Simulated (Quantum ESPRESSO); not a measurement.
Quantum ESPRESSO 7.5, DFT, PBE, plane waves, PseudoDojo 0.5 standard norm-conserving PBE (local tails restored to the Coulomb form): a series of growing systems, each on 32 ranks. The k mesh and basis are held over the series and aren't claimed converged, least of all for the small cells.

| Property | Value |
|---|---|
| task | scf |
| k mesh | gamma |
| ecutwfc | 74 Ry |
| ecutrho | 296 Ry |
| occupations | smearing |
| smearing | mv |
| degauss | 0.02 Ry |
| tprnfor | true |
| tstress | false |
| k-point pools (-nk) | 1 |
| diagonalization | david (default) |
| mixing_mode | plain (default) |
| mixing_beta | 0.7 (default) |
| mixing_ndim | 8 (default) |

Machine: one whole node, AMD EPYC (Zen 5), 96 cores on 1 socket, no SMT, 12 L3 cache groups; 94 cores' worth of CPU time may be used.

Times are wall-clock medians of two to five runs, from launch to exit, with nothing else on the machine. Unless noted, each process is bound to its own block of adjacent cores. The times hold for this build (conda-forge: Open MPI 5.0, OpenMP, OpenBLAS 0.3.34 (pthreads), FFTW, ScaLAPACK, ELPA). Scratch files lie in a memory file system.

Measured:

```json
[
 {"system": "W(110) slab of 2 layers, 2x2, atoms displaced (W8), unrelaxed, 8 atoms", "conv_thr": "8e-09 Ry", "bands": "67", "electrons": "112", "G-vectors of the density": "133498", "SCF iterations": "22", "wall time": "2.50 s", "peak memory": "0.77 GiB"},
 {"system": "W(110) slab of 3 layers, 2x2, atoms displaced (W12), unrelaxed, 12 atoms", "conv_thr": "1.2e-08 Ry", "bands": "101", "electrons": "168", "G-vectors of the density": "151873", "SCF iterations": "24", "wall time": "4.13 s", "peak memory": "0.95 GiB"},
 {"system": "W(110) slab of 4 layers, 2x2, atoms displaced (W16), unrelaxed, 16 atoms", "conv_thr": "1.6e-08 Ry", "bands": "134", "electrons": "224", "G-vectors of the density": "170305", "SCF iterations": "27", "wall time": "6.67 s", "peak memory": "1.1 GiB"}
]
```

Still to run:

```json
[
 {"system": "W(110) slab of 6 layers, 2x2, atoms displaced (W24), unrelaxed, 24 atoms", "conv_thr": "2.4e-08 Ry", "bands": "202", "electrons": "336", "G-vectors of the density": "207202"},
 {"system": "W(110) slab of 8 layers, 2x2, atoms displaced (W32), unrelaxed, 32 atoms", "conv_thr": "3.2e-08 Ry", "bands": "269", "electrons": "448", "G-vectors of the density": "243945"},
 {"system": "W(110) slab of 12 layers, 2x2, atoms displaced (W48), unrelaxed, 48 atoms", "conv_thr": "4.8e-08 Ry", "bands": "403", "electrons": "672", "G-vectors of the density": "317543"}
]
```

### Question
Extrapolate to the larger systems: what do they cost?

### Answer
The two largest measured give a power of ln(6.67/4.13) / ln(16/12) = 1.67 in the count of atoms; the table sets what it predicts beside the runs.

```json
[
 {"system": "W(110) slab of 6 layers, 2x2, atoms displaced (W24), unrelaxed, 24 atoms", "time by that power": "13 s", "SCF iterations": "38", "wall time": "12.7 s", "peak memory": "1.6 GiB"},
 {"system": "W(110) slab of 8 layers, 2x2, atoms displaced (W32), unrelaxed, 32 atoms", "time by that power": "21 s", "SCF iterations": "37", "wall time": "20.9 s", "peak memory": "2.1 GiB"},
 {"system": "W(110) slab of 12 layers, 2x2, atoms displaced (W48), unrelaxed, 48 atoms", "time by that power": "42 s", "SCF iterations": "69", "wall time": "84.9 s", "peak memory": "3.6 GiB"}
]
```

From the smallest system to the largest the time grows as the power 2.0 of the count of atoms; from step to step the powers are 1.2, 1.7, 1.6, 1.7, 3.5.
